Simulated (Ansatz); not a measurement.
# SiC: carrier doping

The parent structure is SiC (space group P6_3mc, No. 186; a = 3.0781 Å, c = 10.0762 Å).

Carriers are added at fixed cell with a uniform background; the Fermi–Dirac width is that of 300 K.

The values are results of PBEsol (Ansatz, an electronic-structure program, PAW, spin-orbit coupling left out), not measurements.

Candidates:
(a) holes 2.0×10^21 cm⁻³
(b) electrons 2.0×10^21 cm⁻³
(c) electrons 7.0×10^21 cm⁻³
(d) holes 3.0×10^21 cm⁻³
(e) holes 7.0×10^21 cm⁻³

Before the change:

```
Quantity                        Value
----------------------------  -------
Gap between the host's bands  2.12 eV
```

### Question
Order them by gap between the host's bands, highest first.

### Answer
(e) holes 7.0×10^21 cm⁻³ (2.27 eV), (d) holes 3.0×10^21 cm⁻³ (2.18 eV), (a) holes 2.0×10^21 cm⁻³ (2.16 eV), (b) electrons 2.0×10^21 cm⁻³ (2.10 eV), (c) electrons 7.0×10^21 cm⁻³ (2.07 eV)

Charged cell with a jellium background: band edges are those of the host's band count, energies are not comparable with the neutral cell, and many-body gap narrowing is missing. No phonon test of stability was made.
